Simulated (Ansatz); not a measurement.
Ansatz (an electronic-structure program) run on Sc₂Al (P3m1, 6 atoms in the cell): self-consistent single point.

Method: PBEsol, harder PAW files (source: ansatz) made with PBE (plane waves; Ansatz).

```
CELL_PARAMETERS angstrom
      4.87793     0.00000     0.00000
     -2.43897     4.22441     0.00000
      0.00000     0.00000     6.14294
ATOMIC_POSITIONS crystal
  Sc 0.00000 0.00000 0.00814
  Sc 0.00000 0.00000 0.50000
  Sc 0.33333 0.66667 0.75000
  Sc 0.66667 0.33333 0.25000
  Al 0.33333 0.66667 0.25000
  Al 0.66667 0.33333 0.75000
```

Reference input (self-consistent single point, DFT, PBEsol, plane waves, default PAW files made with PBE): basis.ecutwfc = 420 eV; kpoints.mp_grid.grid = 6 6 4; hamiltonian.xc = pbesol; hamiltonian.pseudopotentials = {kind: paw} (the program's default PAW files); scf.occupations.method = fermi_dirac; scf.occupations.width = 0.1 eV. This run's input differs from it in these lines:

Ansatz 0.2 input:
```diff
@@ -13,3 +13,3 @@
 basis:
-  ecutwfc: 420.0 eV
+  ecutwfc: 765.0 eV
 kpoints:
@@ -18,3 +18,3 @@
   xc: pbesol
-  pseudopotentials: { kind: paw }
+  pseudopotentials: { kind: paw, source: ansatz }
 scf:
```

Output, abridged:

```
SCF iter   1: F=—  HF=-13284.360108 eV  |F-HF|=—  |Δ(HF+E_count)|=         —  Δρ=2.68e-2  dr2=1.08e0  ethr=3.10e-3  ⟨swp⟩=6.9  Hψ=3787  notcnv=0
all-band conjugate gradients solve this SCF's bands
preconditioner: auto → Kerker (q_TF=auto, 2.448 Å⁻¹)
SCF iter   2: F=—  HF=-13284.101391 eV  |F-HF|=—  |Δ(HF+E_count)|=   2.59e-1  Δρ=1.53e-2  dr2=3.78e-1  ethr=1.64e-3  ⟨swp⟩=2.5  Hψ=1294  notcnv=0
   [... lines left out ...]
SCF iter   7: F=—  HF=-13283.976579 eV  |F-HF|=—  |Δ(HF+E_count)|=   2.36e-4  Δρ=6.96e-5  dr2=9.81e-6  ethr=5.50e-8  ⟨swp⟩=2.2  Hψ=1286  notcnv=0
SCF iter   8: F=—  HF=-13283.976577 eV  |F-HF|=—  |Δ(HF+E_count)|=   1.47e-6  Δρ=2.64e-5  dr2=1.60e-6  ethr=1.49e-8  ⟨swp⟩=2.0  Hψ=1160  notcnv=0
SCF iter   9: F=—  HF=-13283.976577 eV  |F-HF|=—  |Δ(HF+E_count)|=   1.70e-7  Δρ=8.68e-6  dr2=1.51e-7  ethr=2.43e-9  ⟨swp⟩=3.0  Hψ=1736  notcnv=0
SCF iter  10: F=-13283.976577 eV  HF=-13283.976577 eV  |F-HF|=1.70e-8  |Δ(HF+E_count)|=   2.52e-8  Δρ=2.97e-6  dr2=1.99e-8  ethr=1.52e-10  ⟨swp⟩=7.7  Hψ=3700  notcnv=0
SCF 1 converged in 10 iterations: F = -13283.976577 eV  dr2 = 1.99e-8
Free energy (F): -13283.976577 eV
Internal energy: -13283.750578 eV  (E = F + TS)
E sigma→0 (E₀):  -13283.863578 eV
Entropy (-TS):   -0.225999 eV (-37.667 meV/atom)
Fermi energy:    9.564953 eV
--- Forces (eV/Å), atoms counted from 1 ---
  atom   1  Sc    -0.00000000     0.00000000    -0.32422649
  atom   2  Sc     0.00000000     0.00000000     0.11647151
  atom   3  Sc    -0.00000000     0.00000000     0.07131119
  atom   4  Sc     0.00000000    -0.00000000     0.07008063
  atom   5  Al    -0.00000000     0.00000000     0.03447581
  atom   6  Al     0.00000000    -0.00000000     0.03190249
--- Stress (GPa, compression-positive) ---
       -1.357675       0.000000       0.000000
        0.000000      -1.357675      -0.000000
        0.000000      -0.000000      -1.454405
  P = ⅓ Tr σ = -1.3899 GPa (-13.899 kbar)
  The stress holds the Pulay correction. Without it, at fixed plane waves, as pw.x and ABINIT print it: P = -1.3989 GPa
```

The run converged in 10 iterations. Against the reference run the pressure stays at -1.39 GPa and the largest force stays at 0.324 eV/Å.

The starting cell comes from a database of computed structures (which also holds hypothetical and non-ambient phases and stackings), without a prior relaxation at this level. Its lattice was rescaled by up to half a per cent. One atom was moved a little off its site on purpose. Ansatz's pressure includes its estimate of the finite-basis (Pulay) stress. The cutoff lies below the one recommended for these files.
